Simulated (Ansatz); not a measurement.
In2S3 in the corundum structure (space group R-3c, No. 167; a cell from a computed database, its experimental status unchecked)

```xyz
10
Lattice="3.2868 1.8976 5.8693 -3.2868 1.8976 5.8693 0.0000 -3.7952 5.8693" Properties=species:S:1:pos:R:3 pbc="T T T"
In     0.0000     0.0000     6.2569
In     0.0000     0.0000    11.3511
In     0.0000     0.0000     2.5471
In     0.0000     0.0000    15.0609
S      0.9768    -2.1034    10.2713
S     -0.9768     2.1034     7.3367
S      1.3332     1.8976    10.2713
S     -1.3332    -1.8976     7.3367
S     -2.3100     0.2057    10.2713
S      2.3100    -0.2057     7.3367
```

Level of theory: PBEsol/PAW in Ansatz (a first-principles code), scalar-relativistic without spin-orbit coupling. Settings: 6×6×6 k-points, 0.05 eV Fermi–Dirac smearing.

```yaml
volume_per_atom: 21.96 Å³
density: 4.93 g/cm³
band_gap: 0.45 eV, indirect, k = (0, 0.167, -0.167) in the run's primitive reciprocal basis → Γ
electron_mass: 0.073 mₑ
Lowest conduction-band minima above the VBM: Γ 0.45 eV
total_energy: -2741.675 eV/atom (σ→0; compares only within this code and set-up)
```

Masses are band curvatures over ±0.01 Å⁻¹ around the edge. Whether these cells are dynamically stable was not tested.
